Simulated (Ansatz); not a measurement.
Calculation: PBE (plane waves to 420 eV, PAW; Ansatz, a quantum-chemistry and plane-wave program).

Plane-averaged electrostatic potential energy along the normal, in eV from the highest filled level, for the (221) surface of rock-salt CaO in its 1x1 cell (cut with top plane Ca + O, bottom plane Ca + O), outermost plane spacing 0.81 Å in the ideal cut:

(z (Å), V (eV)): (3.72, 3.24); (4.01, 3.24); (4.30, 3.24); (4.58, 3.24); (4.87, 3.24); (5.16, 3.23); (5.44, 3.23); (5.73, 3.22); (6.02, 3.20); (6.30, 3.17); (6.59, 3.11); (6.88, 2.98); (7.16, 2.69); (7.45, 1.92); (7.73, 0.08); (8.02, -2.22); (8.31, -3.80); (8.59, -5.30); (8.88, -7.26); (9.17, -8.01); (9.45, -6.01); (9.74, -2.39); (10.03, -1.09); (10.31, -2.39); (10.60, -3.59); (10.89, -4.17); (11.17, -4.44); (11.46, -4.87); (11.74, -5.37); (12.03, -4.95); (12.32, -4.74); (12.60, -4.71); (12.89, -4.25); (13.18, -4.22); (13.46, -4.27); (13.75, -4.34); (14.04, -4.27); (14.32, -4.22); (14.61, -4.25); (14.90, -4.71); (15.18, -4.74); (15.47, -4.95); (15.76, -5.37); (16.04, -4.87); (16.33, -4.44); (16.61, -4.17); (16.90, -3.59); (17.19, -2.39); (17.47, -1.09); (17.76, -2.39); (18.05, -6.01); (18.33, -8.01); (18.62, -7.26); (18.91, -5.30); (19.19, -3.80); (19.48, -2.22); (19.77, 0.08); (20.05, 1.92); (20.34, 2.69); (20.62, 2.98); (20.91, 3.11); (21.20, 3.17); (21.48, 3.20); (21.77, 3.22); (22.06, 3.23); (22.34, 3.23); (22.63, 3.24); (22.92, 3.24); (23.20, 3.24); (23.49, 3.24); (23.78, 3.24)

Slab: 30 atoms, Ca15O15, 11.3 Å thick at the start; k 8x3x1, smearing 0.025 eV, dipole-corrected; all atoms relaxed; start symmetry kept, larger cells not searched; no spin, no spin-orbit, no U.

The vacuum level lies 3.24 eV above the highest filled level over the top face and 3.24 eV above it under the bottom face.
